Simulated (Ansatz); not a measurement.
BeCdO₂ (model structure, started from the ScAlN2 type, P3m1, No. 156, 4 atoms in the cell) was calculated with r²SCAN (plane waves, PAW; Ansatz, an electronic-structure program).

Numerical settings: plane-wave cutoff 560 eV, 12×12×6 k mesh (along the axes of the cell as run), Fermi–Dirac smearing 0.01 eV, scalar-relativistic PAW data made under PBE.

Cell (relaxed with PBEsol):

```cif
data_BeCdO2
_chemical_formula_sum 'Cd1 O2 Be1'
_space_group_name_H-M_alt 'P3m1'
_space_group_IT_number 156
_space_group_name_Hall 'P 3 -2"'
_cell_length_a 3.03434
_cell_length_b 3.03434
_cell_length_c 5.43857
_cell_angle_alpha 90.000
_cell_angle_beta 90.000
_cell_angle_gamma 120.000
loop_
_atom_site_label
_atom_site_type_symbol
_atom_site_symmetry_multiplicity
_atom_site_Wyckoff_symbol
_atom_site_fract_x
_atom_site_fract_y
_atom_site_fract_z
_atom_site_occupancy
Cd1 Cd 1 b 0.33333 0.66667 0.02816 1
O1 O 1 b 0.33333 0.66667 0.42063 1
Be1 Be 1 c 0.66667 0.33333 0.51783 1
O2 O 1 c 0.66667 0.33333 0.80337 1
```

**Question.** Estimate the band gap that the calculation returns.

**Answer.** 
- band gap = 1.22 eV

Note: the relaxation could raise the start's symmetry but not lower it, so the cell can be a saddle point; cell and atoms aren't relaxed at this level (largest force component 0.22 eV/Å, pressure 1.1 GPa).

Spin–orbit coupling is not included.

Computing time: about 40 core-seconds (a rough figure).

A model structure was made by putting elements into a prototype or built by hand; it is no filed structure, need not be a known phase, and can be a saddle point held by its symmetry.
